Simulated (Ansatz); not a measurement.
**Habitual settings against a tight run: Mn3InC (Pm-3m, 5 atoms in the cell)**

Self-consistent single point.

```
CELL_PARAMETERS angstrom
      3.91748     0.00000     0.00000
      0.00000     3.91748     0.00000
      0.00000     0.00000     3.91748
ATOMIC_POSITIONS crystal
  Mn 0.50000 0.00000 0.00000
  Mn 0.00000 0.50000 0.00000
  Mn 0.00000 0.00000 0.50000
  In 0.50000 0.50000 0.50000
  C  0.00000 0.00000 0.00000
```
Moments meant for the start (each program seeds them in its own way; μB, in the order of the atoms Mn Mn Mn In C): 4.0 4.0 4.0 0.0 0.0.

Method of the run: PBEsol, default PAW files made with PBE (plane waves; Ansatz, a quantum-chemistry and plane-wave program).

Base settings: basis.ecutwfc = 420 eV; kpoints.mp_grid.grid = 11 11 11; hamiltonian.xc = pbesol; hamiltonian.pseudopotentials = {kind: paw} (the program's default PAW files); magnetization.spin_polarized = true; scf.occupations.method = fermi_dirac; scf.occupations.width = 0.1 eV.

Tight run (finer mesh or higher cutoff; not a proven limit): basis.ecutwfc: 420 eV → 590 eV; kpoints.mp_grid.grid: 11 11 11 → 15 15 15; scf.convergence.dr2_threshold: default (1e-07 eV) → 1e-09 eV. It gave Fermi level (on the code's own zero) 16.73 eV; pressure -6.77 GPa; size of the cell's spin moment 5.18 μB.

Quick runs, as changes from the base:
- A: the base itself
- B: basis.ecutwfc: 420 eV → 250 eV; kpoints.mp_grid.grid: 11 11 11 → 3 3 3; kpoints.mp_grid.shift: default → 0.5 0.5 0.5
- C: basis.ecutwfc: 420 eV → 295 eV; kpoints.mp_grid.grid: 11 11 11 → 8 8 8; kpoints.mp_grid.shift: default → 0.5 0.5 0.5
- D: basis.ecutwfc: 420 eV → 295 eV; kpoints.mp_grid.grid: 11 11 11 → 4 4 4; kpoints.mp_grid.shift: default → 0.5 0.5 0.5; scf.convergence.dr2_threshold: default (1e-07 eV) → 0.001 eV
- E: basis.ecutwfc: 420 eV → 210 eV; kpoints.mp_grid.grid: 11 11 11 → 8 8 8
- F: basis.ecutwfc: 420 eV → 210 eV; kpoints.mp_grid.grid: 11 11 11 → 4 4 4; scf.occupations.width: 0.1 eV → 0.2 eV; kpoints.mp_grid.shift: default → 0.5 0.5 0.5

Energies are extrapolated to zero smearing width, which holds to low order in the width alone.

The count of work is k-points × plane waves × bands × iterations; it is no time. 

Pressures in the table are Ansatz's without its Pulay estimate, at a fixed set of plane waves; the tight run's value above holds the estimate.

The starting cell comes from a database of computed structures (which also holds hypothetical and non-ambient phases and stackings), without a prior relaxation at this level. Its lattice was rescaled by a random factor within 2.5 % of one. The magnetic order is the one reached from the typed start; others were not searched systematically. In the base run, with a pressure of about -7 GPa the cell is away from its equilibrium volume at this level.

| run | energy less tight (meV/atom) | pressure less tight (GPa) | size of the net moment less tight (μB/atom) | count of work / tight |
|---|---|---|---|---|
| A | 1.7 | -0.13 | 0.00 | 0.25 |
| B | 1125.3 | -94.01 | 0.03 | 0.0083 |
| C | 188.6 | -19.84 | 0.05 | 0.055 |
| D | 186.5 | -20.63 | 0.02 | 0.0076 |
| E | 5156.4 | -337.38 | 0.21 | 0.057 |
| F | 5132.0 | -335.97 | 0.17 | 0.0067 |

Among the runs at the tight run's level, the energy misses run from 1.7 to 5156.4 meV/atom.

Keys are those of Ansatz 0.2.
